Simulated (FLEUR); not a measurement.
FLEUR run on CsLuS2 (P6_3/mmc, 8 atoms in the cell): self-consistent single point.

Level of theory: LDA (Vosko-Wilk-Nusair), all-electron FLAPW (FLEUR), scalar-relativistic valence.

The change in words: lattice scaled by 0.98. Reference geometry:
```xyz
8
Lattice="3.9892 0.0000 0.0000 -1.9946 3.4548 0.0000 0.0000 0.0000 16.0566" Properties=species:S:1:pos:R:3 pbc="T T T"
Cs     0.0000     2.3032     4.0141
Cs     1.9946     1.1516    12.0424
Lu     0.0000     0.0000     8.0283
Lu     0.0000     0.0000     0.0000
S      0.0000     2.3032    14.6256
S      1.9946     1.1516     1.4310
S      1.9946     1.1516     6.5973
S      0.0000     2.3032     9.4593
```

Reference input (self-consistent single point, DFT, LDA (Vosko-Wilk-Nusair), all-electron FLAPW (FLEUR), scalar-relativistic valence): Kmax = 4.3 1/bohr; GmaxXC = 12.9 1/bohr; xcFunctional = vwn; jspins = 1; l_soc = F; mode = hist; fermiSmearingEnergy = 0.0001 Htr; mesh (inpgen div1-3) = 5 5 1; inpgen gamma flag = false; Gmax = 12.9 1/bohr; numbands = 0; maxIterBroyd = 25. This run's input differs from it in these lines:

```diff
@@ -3,5 +3,5 @@
 &input film=f /
-7.5385141343 0.0000000509 0.0000000000
--3.7692571112 6.5285447216 0.0000000000
-0.0000000000 0.0000000000 30.3425386981
+7.3877441933 0.0000000583 0.0000000000
+-3.6938721471 6.3979741189 0.0000000000
+0.0000000000 0.0000000000 29.7356871683
 1.0
@@ -50,5 +50,5 @@
          <bravaisMatrix>
-            <row-1>    7.5385141342999997     0.0000000509000000     0.0000000000000000</row-1>
-            <row-2>   -3.7692571112000000     6.5285447216000003     0.0000000000000000</row-2>
-            <row-3>    0.0000000000000000     0.0000000000000000    30.3425386981000003</row-3>
+            <row-1>    7.3877441932999997     0.0000000583000000     0.0000000000000000</row-1>
+            <row-2>   -3.6938721471000000     6.3979741188999997     0.0000000000000000</row-2>
+            <row-3>    0.0000000000000000     0.0000000000000000    29.7356871683000001</row-3>
          </bravaisMatrix>
```

Log, with long lists cut:

```
 Iteration:     1   Distance:       8.39257466 me/bohr^3
 Iteration:     2   Distance:       7.36883316 me/bohr^3
 Iteration:     3   Distance:       3.63405739 me/bohr^3
 Iteration:     4   Distance:       2.41995114 me/bohr^3
 Iteration:     5   Distance:       2.00512559 me/bohr^3
   [... 9 lines left out ...]
 Iteration:    15   Distance:       0.00012939 me/bohr^3
 Iteration:    16   Distance:       0.00002135 me/bohr^3
 Iteration:    17   Distance:       0.00001061 me/bohr^3
 Iteration:    18   Distance:       0.00000456 me/bohr^3
 Reset of history
 Run finished successfully
 Stop message:
   Structural relaxation: new displacements generated

[file out, last iteration]
             iter=     19
[...]
          total density-effective poten   -7.8899146193E+04
          total charge density-energy d   -1.0580920250E+03
 Updated energy parameters for spin:           1
[...]
 fermi energy and band-weighting factors:

[...]
FERMIE:
          first approx. to ef    (T=0)  :   0.230199 htr   (energy of the highest occ. eigenvalue)
          number of occ. states  (T=0)  :        230
          first approx. to seigv (T=0)  : -13.434949 htr
          sum of weights of occ. states :  46.000000
          sum of semicore charge        :   0.000000 e
FERHIS:  Fermi-Energy by histogram:
          bandgap                     :   0.068561 htr
   [... lines left out ...]
          charge neutrality (T=0)     :   0.000000    (zero if the highest occ. eigenvalue is "entirely" occupied)
 Direct bandgap for spin            1 :    9.4629131892498136E-002  Htr
 ---->    free energy=                    -46305.7382062630 htr
   [... lines left out ...]
 TOTAL FORCE FOR ATOM TYPE=  1  X=  3.694   Y= -2.133   Z=  7.434
                       FX_TOT= 0.000000 FY_TOT= 0.000000 FZ_TOT= 0.000000
 TOTAL FORCE FOR ATOM TYPE=  2  X=  0.000   Y=  0.000   Z= 14.868
                       FX_TOT= 0.000000 FY_TOT= 0.000000 FZ_TOT= 0.000000
 TOTAL FORCE FOR ATOM TYPE=  3  X=  3.694   Y= -2.133   Z= -2.650
                       FX_TOT= 0.000000 FY_TOT= 0.000000 FZ_TOT=-0.004828
```

The run converged in 18 iterations. FLEUR gives forces in its relaxation mode, with a further iteration, so its stop message speaks of a relaxation. Against the reference run the free energy drops by 18.9 meV/atom and the gap on the mesh goes from 1.999 to 1.866 eV.

The starting cell comes from a database of computed structures (which also holds hypothetical and non-ambient phases and stackings), without a prior relaxation at this level. For this run, on top of that: lattice scaled by 0.98. Spin-orbit coupling is off. Values depend on the basis (sphere radii, cutoffs, local orbitals), which need not be converged.

Cost on one core of a shared machine: roughly 3 min.
